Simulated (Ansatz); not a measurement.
Consider CdSe in the zinc blende structure (space group F-43m, No. 216; a = 6.082 Å).

Level of theory: PBEsol, PAW, 420 eV (Ansatz, an electronic-structure program; no spin-orbit coupling).

One change was made to it. Results:

The density increases by 0.075 g/cm³ to 5.73 g/cm³; the band gap becomes zero (base: 0.48 eV).

Question: Which change produced these results?
A. Se → As
B. Cd → Bi
C. Cd → Ge
D. Se → Ge

Answer: A, Se → As. For comparison, the density in the other runs: Cd → Bi gives 6.40 g/cm³; Cd → Ge gives 4.17 g/cm³; Se → Ge gives 5.58 g/cm³.

Stability against distortions was not tested. As relaxed here, CdAs, BiSe, GeSe and CdGe are hypothetical phases, not in the database extracts checked. All final runs are without spin polarisation. An odd electron count without spin: CdAs and BiSe. The zero or small gap of GeSe can change with the level of theory.
